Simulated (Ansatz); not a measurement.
Consider interstitial As in silicon with all lengths changed by +1 %, charge state -1. The step: one As atom jumps by itself; the atom moves 1.24 Å along (-0.01, 0.16, -0.16) of the unit cell; the moving atom starts with neighbours 2 Si at 2.30, 2 Si at 2.63, 2 Si at 2.92 Å and ends with 2 Si at 2.30, 2 Si at 2.63, 2 Si at 2.92 Å. DFT values are from Ansatz (plane-wave PAW, 420 eV unless said) in a cell of 64 host sites, spin-restricted, static, with no finite-size correction. The charge state is imposed; whether it is stable for some Fermi level was not computed. Sites that were not tried may lie lower. For the PBE band: the saddle point's order was not checked, and it lies on a symmetry element of the cell, where a band can be held.

```csv
Level,Forward barrier (eV),Cost of the band or of the saddle's single point
"PBE, a 2×2×2 k-point mesh shifted by half a step, band relaxed",0.06,around 60 core-minutes (rough)
"PBE, a 3×3×3 k-point mesh shifted by half a step, same geometries",0.06,around 10 core-minutes (rough)
```

Ansatz is a first-principles code.
